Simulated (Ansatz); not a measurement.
An ideal cubic perovskite cell is held by its symmetry; such compounds can tilt or shift off centre at room temperature.

 Where the default PAW files enter, the runs use the earlier of Ansatz's two default sets.

Inside the gap of an insulator the Bloch states are evanescent, with a wavenumber k + iκ along the transport direction.

Data:

```
CsSnI3
1.0
    6.28623     0.00000     0.00000
    0.00000     8.89007     0.00000
    0.00000     4.44504     4.44504
Cs Sn I
1 1 3
Direct
  0.50000   0.50000   0.00000
  0.00000   0.00000   0.00000
  0.00000   0.50000   0.50000
  0.00000   0.00000   0.50000
  0.50000   0.00000   0.00000
```

Space group of this cell: Pm-3m, cubic perovskite. The cell is taken as given; by r2SCAN its mean pressure is -0.5 GPa.

Transport runs along the normal of the first two printed cell vectors, the (110) plane of the conventional cell.

The gap is the functional's own. No spin-orbit coupling. Mid-gap values are interpolated on the energy grid.

**Question.** State the band gap and the smallest decay constant κ at mid-gap according to r2SCAN (Ansatz, an electronic-structure program).

**Answer.** Gap 0.60 eV on a 8×8×8 mesh; κ = 0.045 1/Å, at (0.500, 0.000) of the in-plane reciprocal vectors. At the zone centre, at the nearest computed energy, the slowest state has κ = 0.11 1/Å.
